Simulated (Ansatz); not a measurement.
Results of HSE06 (Ansatz, a program for electronic structure, plane waves, PAW) for BeCdO2 (model structure, started from the ScAlN2 type, P3m1, No. 156, 4 atoms in the cell).

Run with plane-wave cutoff 460 eV, 9×9×6 k mesh (along the axes of the cell as run), Fermi–Dirac smearing 0.01 eV, scalar-relativistic PAW data made under PBE.

Cell (relaxed with PBEsol):

```
CELL_PARAMETERS angstrom
      3.03434     0.00000     0.00000
     -1.51717     2.62781     0.00000
      0.00000     0.00000     5.43857
ATOMIC_POSITIONS crystal
  Cd 0.33333 0.66667 0.02816
  O  0.33333 0.66667 0.42063
  Be 0.66667 0.33333 0.51783
  O  0.66667 0.33333 0.80337
```

### Question
Predict the band gap.

### Answer

* **band gap**: 2.21 eV (on the SCF k mesh)

Note: the relaxation could raise the start's symmetry but not lower it, so the cell can be a saddle point; cell and atoms aren't relaxed at this level (largest force component 0.31 eV/Å, pressure 0.5 GPa).

Spin–orbit coupling is not included.

Computed values are for the static lattice.

A model structure was made by putting elements into a prototype or built by hand; it is no filed structure, need not be a known phase, and can be a saddle point held by its symmetry.
